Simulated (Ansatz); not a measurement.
Ansatz (an electronic-structure program) run on Sb (Fmm2, 4 atoms in the cell): relaxation of the atoms.

Computed with LDA (PW92), default PAW files made with PBE (plane waves; Ansatz).

The change in words: one atom moved by 0.15 angstrom; relax: default → atoms; relax.f_tol: default → 0.02 eV/Å. Reference geometry:
```
Sb
1.0
   -4.01792     4.01792     2.01941
    4.01792    -4.01792     2.01941
    4.01792     4.01792    -2.01941
Sb
4
Direct
  0.34874   0.15126   0.50000
  0.65126   0.84874   0.50000
  0.15126   0.65126   0.80252
  0.84874   0.34874   0.19748
```

Reference input (self-consistent single point, DFT, LDA (PW92), plane waves, default PAW files made with PBE): basis.ecutwfc = 30.9 Ry; kpoints.mp_grid.grid = 7 7 7; hamiltonian.xc = lda; hamiltonian.pseudopotentials = {kind: paw} (the program's default PAW files); scf.occupations.method = gaussian; scf.occupations.width = 0.0073 Ry. This run's input differs from it in these lines:

```diff
@@ -8,3 +8,3 @@
     - { symbol: Sb, position_ang: [2.802419, 1.215501, 2.019409] }
-    - { symbol: Sb, position_ang: [5.233421, 1.215501, -0.000000] }
+    - { symbol: Sb, position_ang: [5.339486, 1.321566, 0.000000] }
     - { symbol: Sb, position_ang: [-1.215501, 2.802419, 2.019409] }
@@ -23,2 +23,4 @@
     width: 0.0073 Ry
+relax:
+  f_tol: 0.02
 output:
```

Log, with long lists cut:

```
   [... SCF lines of the steps left out ...]
relax step   1: F+E_penalty+E_count = -25342.09768457 eV  Δ(F+E_penalty+E_count) = +0.000e0 eV  max|allowed force component| = 3.844e-1 eV/Å  Δτ_max = 0.0000 Å  (6 SCF iters, dr2 threshold 1.00e-5 eV, accepted)
relax step   2: F+E_penalty+E_count = -25342.13513872 eV  Δ(F+E_penalty+E_count) = -3.745e-2 eV  max|allowed force component| = 9.870e-2 eV/Å  Δτ_max = 0.1137 Å  (5 SCF iters, dr2 threshold 9.23e-6 eV, accepted)
relax step   3: F+E_penalty+E_count = -25342.13854124 eV  Δ(F+E_penalty+E_count) = -3.403e-3 eV  max|allowed force component| = 4.179e-2 eV/Å  Δτ_max = 0.0177 Å  (4 SCF iters, dr2 threshold 6.09e-7 eV, accepted)
relax step   4: F+E_penalty+E_count = -25342.13945592 eV  Δ(F+E_penalty+E_count) = -9.147e-4 eV  max|allowed force component| = 5.588e-3 eV/Å  Δτ_max = 0.0141 Å  (5 SCF iters, accepted)
the relaxation is at rest under the 4 symmetry operations that the run kept from its start: a minimum is not shown …
Stability not checked: this state was not tested for a lower state beside it, because too few of the mixer's solves of this state at the end of the SCF gave a …
Free energy (F): -25342.139456 eV
Internal energy: -25342.124529 eV  (E = F + TS)
E sigma→0 (E₀):  -25342.131992 eV
Entropy (-TS):   -0.014927 eV (-3.732 meV/atom)
Fermi energy:    8.483448 eV
--- Forces (eV/Å), atoms counted from 1 ---
  atom   1  Sb     0.00333483    -0.00297034     0.00000000
   [... lines left out ...]
  atoms:
    - { symbol: Sb, position: [0.3527413363158658, 0.15384784192909728, 0.5065891782449631] }
    - { symbol: Sb, position: [0.6538478419290972, 0.8527413363158656, 0.5065891782449631] }
    - { symbol: Sb, position: [0.15379081360010233, 0.6537908136001024, 0.8075816272002048] }
    - { symbol: Sb, position: [0.8528190016640138, 0.3528190016640138, 0.20563800332802795] }
```

The run converged.  The full log also holds: “iter 5 did not close the SCF: its close was put off for the readings that it lacked (scf_convergence_deferred on its scf_iter line)”.

Summary of the result:
* **Free energy E − TS (on the zero of these files)**: -25342.1395 eV
* **Fermi level (on the code's own zero)**: 8.48 eV
* **Pressure**: -1.30 GPa
* **Largest force (vector length)**: 0.008 eV/Å
* **Relaxation steps**: 4

The starting cell comes from a database of computed structures (which also holds hypothetical and non-ambient phases and stackings), without a prior relaxation at this level. Its lattice was rescaled by up to half a per cent. For this run, on top of that: one atom moved by 0.15 angstrom. The relaxation keeps the symmetry of its start, so its end need not be a minimum. Ansatz's pressure includes its estimate of the finite-basis (Pulay) stress.

Cost on one core of a shared machine: roughly 2 min.

Keys are those of Ansatz 0.2.
